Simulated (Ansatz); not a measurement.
# A computed series for CoPt3O6: pressure series

Consider CoPt$_{3}$O$_{6}$ (space group Cmmm, No. 65; ferromagnetic; a cell from a computed database, its experimental status unchecked).

```xyz
10
Lattice="3.4952 -4.9318 0.0000 3.4952 4.9318 0.0000 0.0000 0.0000 3.1856" Properties=species:S:1:pos:R:3 pbc="T T T"
Co     3.4952     0.0000     1.5928
Pt     0.0000     0.0000     1.5928
Pt     1.7476     2.4659     0.0000
Pt     1.7476    -2.4659     0.0000
O      3.4952    -1.4279     0.0000
O      3.4952     1.4279     0.0000
O      5.4769    -1.2467     1.5928
O      1.5134     1.2467     1.5928
O      5.4769     1.2467     1.5928
O      1.5134    -1.2467     1.5928
```

Cell and atoms are relaxed at each pressure.

Calculations: Ansatz (an electronic-structure program) PBEsol, no spin-orbit coupling.

Notes on the quantities. enthalpy: H = E + PV relative to the base's energy.

```csv
case,shortest interatomic distance,density,enthalpy
base,1.961 Å,11.19 g/cm³,–
pressure 1.8 GPa,1.957 Å,11.28 g/cm³,+0.12 eV/atom
pressure 4.2 GPa,1.953 Å,11.40 g/cm³,+0.29 eV/atom
pressure 9 GPa,1.944 Å,11.62 g/cm³,+0.61 eV/atom
```

Load acts through the strain it causes; cell and atoms are relaxed under it. Stability against distortions was not tested. Competing high-pressure phases were not computed. No Hubbard U is applied and the magnetic state is the run's own (CoPt3O6 ferromagnetic); other magnetic orders, which need larger cells, were not tried and can change the gap.
